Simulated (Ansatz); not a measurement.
SnBr4 (P2₁/c, No. 14) was calculated with r²SCAN-D4 (PAW; Ansatz, a quantum-chemistry and plane-wave program).

Settings: plane-wave cutoff 500 eV, 4×6×4 k mesh (along the axes of the cell as run), gaussian smearing 0.02 eV, scalar-relativistic PAW data made under PBE.

Cell (relaxed at this level):

```cif
data_Br16Sn4
_chemical_formula_sum 'Br16 Sn4'
_space_group_name_H-M_alt 'P 1'
_space_group_IT_number 1
_cell_length_a 10.35750
_cell_length_b 6.98157
_cell_length_c 10.47568
_cell_angle_alpha 90.000
_cell_angle_beta 102.107
_cell_angle_gamma 90.000
loop_
_space_group_symop_operation_xyz
  'x, y, z'
loop_
_atom_site_label
_atom_site_type_symbol
_atom_site_fract_x
_atom_site_fract_y
_atom_site_fract_z
_atom_site_occupancy
Br1 Br 0.05772 0.57522 0.18349 1
Br2 Br 0.94228 0.07522 0.31651 1
Br3 Br 0.94228 0.42478 0.81651 1
Br4 Br 0.05772 0.92478 0.68349 1
Br5 Br 0.43396 0.41331 0.30592 1
Br6 Br 0.56604 0.91331 0.19408 1
Br7 Br 0.56604 0.58669 0.69408 1
Br8 Br 0.43396 0.08669 0.80592 1
Br9 Br 0.18919 0.41073 0.55485 1
Br10 Br 0.81081 0.91073 0.94515 1
Br11 Br 0.81081 0.58927 0.44515 1
Br12 Br 0.18919 0.08927 0.05485 1
Sn1 Sn 0.24743 0.57882 0.36911 1
Sn2 Sn 0.75257 0.07882 0.13089 1
Sn3 Sn 0.75257 0.42118 0.63089 1
Sn4 Sn 0.24743 0.92118 0.86911 1
Br13 Br 0.31219 0.91022 0.42975 1
Br14 Br 0.68781 0.41022 0.07025 1
Br15 Br 0.68781 0.08978 0.57025 1
Br16 Br 0.31219 0.58978 0.92975 1
```

### Question
Estimate the band gap that the calculation returns.

### Answer

- band gap = 3.01 eV (on the SCF k mesh)

Note: the relaxation could not lower the start's symmetry, so the cell can be a saddle point above a distorted one.

Spin–orbit coupling is not included.
